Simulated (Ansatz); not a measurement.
How the band gap of Ge₃N₄ (P6₃/m, No. 176; structure not from a measured cell) moves with the method

No measured value is used here.

```
level (code)            value (eV)  cell (Å³/atom)
-------------------  -------------  --------------
LDA (Ansatz)         2.10 (direct)           12.39
PBE+SOC (Ansatz)     2.13 (direct)           12.39
PBEsol (Ansatz)      2.09 (direct)           12.39
PBE-D3(BJ) (Ansatz)           2.01           12.52
PBE-D4 (Ansatz)               2.05           12.47
HSE06+SOC (Ansatz)   3.63 (direct)           12.39
```

Computed values are for a static lattice. Levels without +SOC have no spin–orbit coupling; where heavier elements are present it shifts gaps, mostly down, and can invert bands.  PBE-D3(BJ), PBE-D4, HSE06+SOC: the gap is read on the k mesh or supercell of the run alone and can be too large. PBE-D3(BJ), PBE-D4: the relaxation could not lower the start's symmetry, so the cell can be a saddle point above a distorted one. Values are at the PBEsol cell; PBE-D3(BJ) at the level's own relaxed cell; PBE-D4 at the level's own relaxed cell. Cutoffs and k meshes differ between the levels. Ansatz's density-functional and Hartree–Fock values are scalar-relativistic unless marked +SOC, with PAW data made under PBE.

Ansatz is a program for electronic structure.
